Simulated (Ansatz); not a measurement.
CsCl-type LiCl (model structure)

The numbers are results of r²SCAN (Ansatz, a quantum-chemistry and plane-wave program, plane waves, PAW), not measurements.

Run with plane-wave cutoff 500 eV, 10×10×10 k mesh, gaussian smearing 0.02 eV, scalar-relativistic PAW data made under PBE.

Cell (relaxed at this level):

LiCl has the cubic space group Pm-3m (No. 221), the CsCl type structure, Pearson symbol cP2. Lattice parameters: a = b = c = 3.2706 Å, α = β = γ = 90.00°. Li on 1a sees 8 Cl at 2.832 Å (cubic). Cl on 1b is coordinated by 8 Li at 2.832 Å (cubic). (Neighbours: up to the widest gap in distance over summed covalent radii, below 1.35, at either atom; cation-cation and far metal-metal contacts left out.)

```
Quantity                        Value
--------  ---------------------------
band gap  5.25 eV (on the SCF k mesh)
```

Note: the relaxation could raise the start's symmetry but not lower it, so the cell can be a saddle point.

The result took around 17 core-seconds (rough).

A model structure was made by putting elements into a prototype or built by hand; it is no filed structure, need not be a known phase, and can be a saddle point held by its symmetry.
